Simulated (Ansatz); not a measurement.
HgSe: energy against volume

HgSe (zinc blende, F-43m, 30.664 Å³/atom and stress up to 0.01 GPa in the relaxed cell, cube axes along x, y and z) under an equal strain ε along all three axes. PBE in Ansatz, a plane-wave DFT program (PAW, default set), 420 eV, 13×13×13 Γ-centred mesh, Fermi-Dirac smearing 0.05 eV; ions are relaxed, or left where forces stay under 0.02 eV/Å, within the symmetry of each cell. Against the start cell, which lies near the measured one, the relaxed cell differs by 9.1 % in volume; the values below rest on it.

Here V stands for volume and E for E less E0.

```csv
volume (Å³/atom),E less E0 (meV/atom),pressure (GPa)
27.9863,?,?
28.8608,15.90,3.00
29.3048,8.76,2.16
29.7533,3.81,1.38
30.2064,0.93,0.66
30.6641,0.00,0.00
31.1263,0.90,-0.61
31.5932,3.53,-1.18
32.0648,7.77,-1.70
32.5410,13.54,-2.17
```

The 9 complete rows are fitted with the third-order Birch-Murnaghan form, a cubic in V^(-2/3), E against V. With u = V^(-2/3) - 0.1021, the rows have u = 0.0041823, 0.0031061, 0.0020462, 0.0010021, -0.0000265, -0.0010394, -0.0020376, -0.0030211, -0.0039901. Least squares gives E = 0.001 + 42.8·u + 879519·u² + 4612017·u³. Residuals (row less fit): -0.002, 0.002, -0.001, -0.002, 0.000, -0.002, 0.004, -0.002, 0.000; standard error 0.002 (degrees of freedom: 5). Its minimum lies at u = -0.0000243, so V0 = (0.1020757)^(-3/2) = 30.66. There d²E/du² = 1758000 and d³E/du³ = 2.767e7, so B0 = (4/9) × 30.66^(-7/3) × 1758000 × 0.160218 = 42.5 GPa (the last factor turns the table's units into GPa), and B0' = 4 + (2/3) × 0.1020757 × (2.767e7)/1758000 = 5.1. B0' rests on the cubic coefficient alone and has a standard error of 0.1 from these residuals.

**Question.** What does the fit predict for E at V = 27.9863, and how far is the calculated value from it?

**Answer.** u = 0.0063850, so E = 0.001 + 42.8 × 0.0063850 + 879519 × 0.0063850² + 4612017 × 0.0063850³ = 37.331 meV/atom. The calculation gives 37.30 meV/atom, 0.031 meV/atom below the prediction (0.1 % of the range of E in the table). The row lies outside the fitted rows, so this is an extrapolation. The scatter of the fitted rows lies at the last printed digit.

This level leaves no gap over 0.05 eV at strain -3.00, -2.00, -1.50, -1.00, -0.50, 0.00, 0.50, 1.00, 1.50, 2.00 %. Spin-orbit coupling is left out, which can shift these values for the heavy elements here. Other structures, which can take over under pressure, weren't tried. The same form fitted to the pressure column gives B0' = 5.1; series where the two differ by over 0.4 aren't shown. Rows are the converged runs of the series near zero and its far end, less any whose ions stayed unrelaxed beside relaxed ones; series whose fitted rows scatter by over a few per cent of the range, as at a crossing or softening among them, aren't shown in this form.
